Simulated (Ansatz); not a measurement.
We consider stishovite (SiO2), described by B3LYP (VWN-RPA form) (PAW; Ansatz, a quantum-chemistry and plane-wave program).

Run with plane-wave cutoff 460 eV, 6×6×8 k mesh (along the axes of the cell as run), Fermi–Dirac smearing 0.01 eV, scalar-relativistic PAW data made under PBE.

Cell (measured lattice):

```cif
data_O4Si2
_chemical_formula_sum 'Si2 O4'
_space_group_name_H-M_alt 'P42/mnm'
_space_group_IT_number 136
_space_group_name_Hall '-P 4n 2n'
_cell_length_a 4.17900
_cell_length_b 4.17900
_cell_length_c 2.66490
_cell_angle_alpha 90.000
_cell_angle_beta 90.000
_cell_angle_gamma 90.000
loop_
_atom_site_label
_atom_site_type_symbol
_atom_site_symmetry_multiplicity
_atom_site_Wyckoff_symbol
_atom_site_fract_x
_atom_site_fract_y
_atom_site_fract_z
_atom_site_occupancy
Si1 Si 2 a 0.00000 0.00000 0.00000 1
O1 O 4 f 0.30566 0.30566 0.00000 1
```

**Question.** Predict the band gap.

**Answer.** 
band gap: 8.09 eV (on the SCF k mesh) (direct)

Note: cell and atoms aren't relaxed at this level (largest force component 0.08 eV/Å, pressure 5.4 GPa).

Computing time: very roughly 2.1 core-minutes.
